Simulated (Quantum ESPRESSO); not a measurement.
Quantum ESPRESSO run on Mg₅Ge (R32, 6 atoms in the cell): self-consistent single point.

Level of theory: PBEsol, GBRV 1.5 ultrasoft (PBESOL) pseudopotentials (plane waves; Quantum ESPRESSO).

The change in words: lattice scaled by 1.015; ecutwfc: 50 Ry → 30 Ry; ecutrho: 250 Ry → 150 Ry. Reference geometry:
```
Mg5Ge
1.0
    2.77174     1.60027     5.20075
   -2.77174     1.60027     5.20075
    0.00000    -3.20053     5.20075
Mg Ge
5 1
Direct
  0.50000   0.16115   0.83884
  0.83884   0.50000   0.16115
  0.16115   0.83884   0.50000
  0.66711   0.66711   0.66711
  0.33289   0.33289   0.33289
  0.00000   0.00000   0.00000
```

Reference input (self-consistent single point, DFT, PBEsol, plane waves, GBRV 1.5 ultrasoft (PBESOL) pseudopotentials): ecutwfc = 50 Ry; ecutrho = 250 Ry; occupations = smearing; smearing = cold; degauss = 0.0099958 Ry; potentials = {Mg: mg_pbesol_v1.4.uspp.F.UPF, Ge: ge_pbesol_v1.4.uspp.F.UPF}; K_POINTS = automatic 5 5 5 0 0 0; conv_thr = 1e-11 Ry; mixing_beta = 0.4. This run's input differs from it in these lines:

```diff
@@ -12,4 +12,4 @@
  ntyp = 2,
- ecutwfc = 50,
- ecutrho = 250,
+ ecutwfc = 30,
+ ecutrho = 150,
  occupations = 'smearing',
@@ -26,7 +26,7 @@
 ATOMIC_POSITIONS alat
-Mg    0.1537981241   -0.2663861651    1.2774793445
-Mg    0.1537981241    0.2663861651    1.2774793445
-Mg   -0.3075962483    0.0000000000    1.2774793445
-Mg    0.0000000000    0.0000000000    1.7044308261
-Mg    0.0000000000    0.0000000000    0.8505278629
+Mg    0.1537981253   -0.2663861671    1.2774793409
+Mg    0.1537981253    0.2663861671    1.2774793409
+Mg   -0.3075962506    0.0000000000    1.2774793409
+Mg    0.0000000000    0.0000000000    1.7044308213
+Mg    0.0000000000    0.0000000000    0.8505278605
 Ge    0.0000000000    0.0000000000    0.0000000000
@@ -35,5 +35,5 @@
 CELL_PARAMETERS angstrom
-   2.7717430862     1.6002666169     5.2007460000
-  -2.7717430862     1.6002666169     5.2007460000
-   0.0000000000    -3.2005332338     5.2007460000
+   2.8133191600     1.6242705743     5.2787570000
+  -2.8133191600     1.6242705743     5.2787570000
+   0.0000000000    -3.2485411486     5.2787570000
```

Output (repeated stretches shortened):

```
     Self-consistent Calculation

     iteration #  1     ecut=    30.00 Ry     beta= 0.40

     total energy              =    -838.68124159 Ry
     estimated scf accuracy    <       0.73488625 Ry

     iteration #  2     ecut=    30.00 Ry     beta= 0.40

     total energy              =    -838.69193898 Ry
     estimated scf accuracy    <       0.09993249 Ry

     iteration #  3     ecut=    30.00 Ry     beta= 0.40

     total energy              =    -838.70416442 Ry
     estimated scf accuracy    <       0.00769216 Ry

   [... 7 blocks of this kind left out ...]

     iteration # 11     ecut=    30.00 Ry     beta= 0.40

     total energy              =    -838.70425673 Ry
     estimated scf accuracy    <          2.2E-11 Ry

     iteration # 12     ecut=    30.00 Ry     beta= 0.40
     End of self-consistent calculation

     the Fermi energy is     5.5647 ev

!    total energy              =    -838.70425673 Ry
     estimated scf accuracy    <          1.7E-12 Ry
     smearing contrib. (-TS)   =      -0.00036746 Ry
     internal energy E=F+TS    =    -838.70388927 Ry

     convergence has been achieved in  12 iterations

     Forces acting on atoms (cartesian axes, Ry/au):

     atom    1 type  1   force =    -0.00014606    0.00025299   -0.00000000
     atom    2 type  1   force =    -0.00014606   -0.00025299    0.00000000
     atom    3 type  1   force =     0.00029213    0.00000000    0.00000000
     atom    4 type  1   force =     0.00000000    0.00000000   -0.00073698
     atom    5 type  1   force =     0.00000000   -0.00000000    0.00073698
     atom    6 type  2   force =     0.00000000    0.00000000    0.00000000

     Total force =     0.001159     Total SCF correction =     0.000001

          total   stress  (Ry/bohr**3)                   (kbar)     P=     -136.23
  -0.00087987  -0.00000000   0.00000000         -129.43       -0.00        0.00
   0.00000000  -0.00087987   0.00000000            0.00     -129.43        0.00
   0.00000000   0.00000000  -0.00101847            0.00        0.00     -149.82

   JOB DONE.
```

The run converged in 12 iterations. Against the reference run the free energy rises by 172 meV/atom, the pressure goes from -3.44 to -13.62 GPa and the largest force goes from 0.025 to 0.019 eV/Å.

The starting cell comes from a database of computed structures (which also holds hypothetical and non-ambient phases and stackings), without a prior relaxation at this level. Its lattice was rescaled by a random factor within 2.5 % of one. For this run, on top of that: lattice scaled by 1.015.

Cost on one core of a shared machine: roughly 80 s.
